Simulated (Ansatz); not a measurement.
Here is the system:

```xyz
2
Lattice="0.0000 2.4668 2.4668 2.4668 0.0000 2.4668 2.4668 2.4668 0.0000" Properties=species:S:1:pos:R:3 pbc="T T T"
Ge     0.0000     0.0000     0.0000
Cr     2.4668     2.4668     2.4668
```

Spin-polarised, with starting moments of sign Ge0 Cr+.

A single point on hypothetical rock salt WGe with a change (W → Cr), its geometry relaxed with PBEsol.

Calculations: Ansatz (a program for electronic structure) r2SCAN, no SOC, earlier PAW set. k-mesh 16×16×16 (Γ-centred); smearing 0.05 eV (Fermi–Dirac).

Predict the band gap and pressure.


- Band gap: zero
- Pressure: 7.5 GPa

The magnetic state is the one reached from the starting moments; the real material's order can differ, and small cells can't hold many antiferromagnetic ones. Single points use the geometry relaxed with PBEsol. Stability against distortions was not tested. The cell was made from WGe by this change: W → Cr; the result is a hypothetical phase, not in the database extracts checked.
